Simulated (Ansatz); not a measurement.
CaMoO4 (I4₁/a, No. 88), treated with r²SCAN+rVV10 in Ansatz (PAW).

Run with plane-wave cutoff 560 eV, 10×10×10 k mesh, Fermi–Dirac smearing 0.01 eV, no spin polarisation, scalar-relativistic PAW data made under PBE.

Cell (relaxed at this level):

Space group I4₁/a, origin choice 1 (No. 88); a = b = 5.2021 Å, c = 11.3042 Å, α = β = γ = 90.00°

| atom | site | symmetry | x | y | z |
|---|---|---|---|---|---|
| Mo | 4b | -4.. | 0.0000 | 0.0000 | 0.5000 |
| Ca | 4a | -4.. | 0.0000 | 0.0000 | 0.0000 |
| O | 16f | 1 | 0.2574 | 0.1527 | 0.1646 |
(The calculation used a cell of 12 atoms; values per cell refer to that cell.)

Q: What does this level give for the band gap?

A: 
- band gap: 3.78 eV

Spin–orbit coupling is not included.

Computed values are for the static lattice.

Ansatz is a first-principles code.
